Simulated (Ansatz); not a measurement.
Response to strain in hypothetical rock salt SbP

Start from SbP in the rock salt structure (space group Fm-3m, No. 225; a = 5.600 Å; a hypothetical phase, not in the database extracts checked; relaxed with 0.1 eV smearing).

Strains are applied to the cell and any free atomic positions relax.

Method: Kohn–Sham DFT with the r2SCAN functional, run in Ansatz (an electronic-structure program) with PAW and 500 eV plane waves, spin-orbit coupling left out.

```tsv
isotropic strain (%)	pressure (GPa)
-0.34	0.8
0	0.0
0.22	-0.5
2.63	-5.3
3.66	?
4.92	-8.5
```

Q: Fit P = P₀ − Bδ + Cδ² with δ = (1 + ε)³ − 1 to the rows shown and predict the withheld row.

A: Least squares on the printed values gives P₀ = 0.0 GPa, B = 77.1 GPa, C = 143 GPa (largest residual 0.0 GPa); this predicts -6.9 GPa, and the run gives -6.9 GPa, in agreement.

Stability against distortions was not tested. The final runs are not spin-polarised.
